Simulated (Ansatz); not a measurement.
We consider ZnInNO (model structure, started from the AlSiCN type, P3m1, No. 156, 4 atoms in the cell), described by r²SCAN in Ansatz (plane waves, PAW).

Numerical settings: plane-wave cutoff 560 eV, 18×18×10 k mesh (along the axes of the cell as run), Fermi–Dirac smearing 0.05 eV, scalar-relativistic PAW data made under PBE.

Cell (relaxed with PBEsol):

```
InZnNO
1.0
    3.43880     0.00000     0.00000
   -1.71940     2.97809     0.00000
    0.00000     0.00000     5.39625
In Zn O N
1 1 1 1
Direct
  0.33333   0.66667   0.51024
  0.66667   0.33333   0.99675
  0.33333   0.66667   0.11093
  0.66667   0.33333   0.63207
```

Q: Give the computed band gap.

A: 
- band gap = 0.28 eV (on the SCF k mesh)

Note: the relaxation could raise the start's symmetry but not lower it, so the cell can be a saddle point; cell and atoms aren't relaxed at this level (largest force component 0.07 eV/Å, pressure 0.8 GPa).

Spin–orbit coupling is not included.

Computing time: about 2.3 core-minutes (a rough figure).

A model structure was made by putting elements into a prototype or built by hand; it is no filed structure, need not be a known phase, and can be a saddle point held by its symmetry.

Ansatz is a program for electronic structure.
